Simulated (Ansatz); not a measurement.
**A computed series for PbTe: pressure series**

Base system: PbTe in the rock salt structure (space group Fm-3m, No. 225).

```
CELL_PARAMETERS angstrom
      0.00000     3.28451     3.28451
      3.28451     0.00000     3.28451
      3.28451     3.28451     0.00000
ATOMIC_POSITIONS crystal
  Te 0.00000 0.00000 0.00000
  Pb 0.50000 0.50000 0.50000
```

Cell and atoms are relaxed at each pressure.

The values are results of PBE in Ansatz (plane waves to 420 eV, PAW, no spin-orbit coupling), not measurements.

Notes on the quantities. enthalpy: H = E + PV relative to the base's energy.

```csv
change,enthalpy,band gap,density
base,–,0.83 eV,7.85 g/cm³
pressure −2 GPa,-0.46 eV/atom,0.92 eV,7.39 g/cm³
pressure −1 GPa,-0.22 eV/atom,0.88 eV,7.63 g/cm³
pressure 3 GPa,+0.64 eV/atom,0.69 eV,8.39 g/cm³
pressure 7 GPa,+1.44 eV/atom,0.52 eV,8.97 g/cm³
pressure 15 GPa,+2.91 eV/atom,0.23 eV,9.88 g/cm³
pressure 50 GPa,+8.32 eV/atom,zero,12.46 g/cm³
pressure 75 GPa,+11.62 eV/atom,zero,13.72 g/cm³
pressure 100 GPa,+14.67 eV/atom,zero,14.77 g/cm³
```

The mesh was chosen for an insulator and is coarse for the gapless case. Spin-orbit coupling, missing from the scalar runs, can matter with Pb and Te. Load acts through the strain it causes; cell and atoms are relaxed under it. No phonon test of stability was made. No other phases were tried under pressure. The final runs are not spin-polarised. A zero or small gap of PbTe under pressure 15 GPa, PbTe under pressure 50 GPa and PbTe under pressure 75 GPa can be the functional's error rather than a property of the material.

Ansatz is an electronic-structure program.
